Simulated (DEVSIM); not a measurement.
System: n-channel Si fully depleted SOI MOSFET with SiO2, at 350 K.

- Gate length = 100 nm
- Source drain length = 80 nm
- Dielectric thickness = 2.6 nm
- Lateral straggle = 3.2 nm
- Underlap = 0 nm
- Body thickness = 22.6 nm
- Buried oxide = 50 nm
- Gate work function = 4.59 eV
- Source and drain doping = 1.5e20 cm⁻³, Gaussian tails under the gate
- Body doping = 8e16 cm⁻³
- Lifetime = 4e-8 s
- Supply = 1.5 V
- Back work function = 4.65 eV
- Back or body bias = -1 V

All mobilities are scaled by 0.15; velocity saturation, μ/(1 + (μE/vsat)^b)^(1/b) with b = 2 for electrons and 1 for holes and E the electric field along each mesh edge, is on. Mobility is constant in doping.

This is a model device: material constants are rounded textbook-type values typed into the input, and sizes, dopings and lifetimes were drawn at random. Values at 300 K; Nc and Nv go as T^1.5, mobilities as T to minus their exponent, the gap by Varshni's rule with the affinity fixed.

Si: gap (eV) 1.124, affinity (eV) 4.05, permittivity 11.7, Nc (cm⁻³) 2.86e19, Nv (cm⁻³) 3.1e19, μn (cm²/Vs) 1417, μp (cm²/Vs) 470, T exponent of μn 2.3, T exponent of μp 2.2, vsat,n (cm/s) 1e7, vsat,p (cm/s) 8.4e6, Varshni α (eV/K) 0.000473, Varshni β (K) 636. SiO2: gap (eV) 9, affinity (eV) 0.9, permittivity 3.9.

Simulated with DEVSIM: 2D drift-diffusion, Boltzmann statistics, complete ionisation; no quantum confinement, tunnelling, impact ionisation, self-heating, contact resistance or fringe fields beside the gate. Metal contacts follow the ideal Schottky-Mott rule: no Fermi-level pinning, no interface dipoles.

Transfer curves, |Id| in μA/μm:

```tsv
Vg (V)	Vd = 0.05 V	Vd = 1.5 V
-0.375	6.717e-9	6.384e-7
-0.3	3.477e-8	2.973e-6
-0.225	1.854e-7	1.416e-5
-0.15	1.013e-6	6.777e-5
-0.075	5.665e-6	0.0003256
0	3.247e-5	0.001571
0.075	0.0001907	0.007602
0.15	0.001145	0.03677
0.225	0.006977	0.1757
0.3	0.04251	0.8026
0.375	0.2476	3.244
0.45	1.209	10.40
0.525	4.027	25.26
0.6	8.851	48.67
0.675	14.85	79.89
0.75	21.42	117.7
0.825	28.29	161.1
0.9	35.32	209.2
0.975	42.43	261.2
1.05	49.58	316.5
1.125	56.75	374.7
1.2	63.91	435.5
1.275	71.07	498.4
1.35	78.19	563.2
1.425	85.29	629.8
1.5	92.35	697.9
```

Problem. Work out the subthreshold swing at low drain bias from the rows at 0.15 and 0.225 V, and compare it with the thermal limit.

Solution. log10(0.006977/0.001145) = 0.785 over 75.0 mV, so S = 95.6 mV/decade. The limit kT/q ln 10 is 69.4 mV/decade; the ratio is 1.38. This is the steepest step of the table.

Problem. Find both thresholds at the constant current 0.1 μA × (1 μm/L) a micrometre, and the DIBL.

Solution. The current is 1.00 μA/μm. Interpolating ln Id gives 0.441 V and 0.312 V; their difference over the 1.45 V of drain bias is 89 mV/V.

Problem. Give the natural length λ = √(ε_body t_body t_ox / (ε_ox)) and the gate length in units of it.

Solution. λ = 13.3 nm and L/λ = 7.5. The formula is that for thin layers, and L is the gate's length, not the shorter one between the doping tails.

Source and drain are degenerate, where Boltzmann statistics are only rough. The electric field that drives the saturation includes the junctions' built-in field, which lowers the mobility there even at small currents: subthreshold currents come out too low, a known weakness of this choice.
